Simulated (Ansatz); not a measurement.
BN (F-43m), PBE, rigid bands run with Ansatz (an electronic-structure program): N_c = 2.25e19 cm⁻³ at 300 K and an electron conductivity mass of 0.392 mₑ.

Task: For 1e17 electrons per cm³ at 300 K, place the Fermi level, estimate the Seebeck coefficient of a parabolic band with constant τ, and give mobility and conductivity for τ = 5 fs.

Result: The level lies k_BT ln(N_c/n) = 0.140 eV below the conduction-band minimum. S ≈ −(k_B/e)[ln(N_c/n) + 5/2] = -682 μV/K, against -679 μV/K from the full bands (mean over directions). μ = eτ/m = 22.4 cm²/(V·s) and σ = neμ = 0.359 S/cm. τ is assumed, not computed.

Band transport and this doping are assumed; polarons and phonon drag are left out. Spin-orbit coupling is left out. Geometry: cell and atoms relaxed with PBEsol.
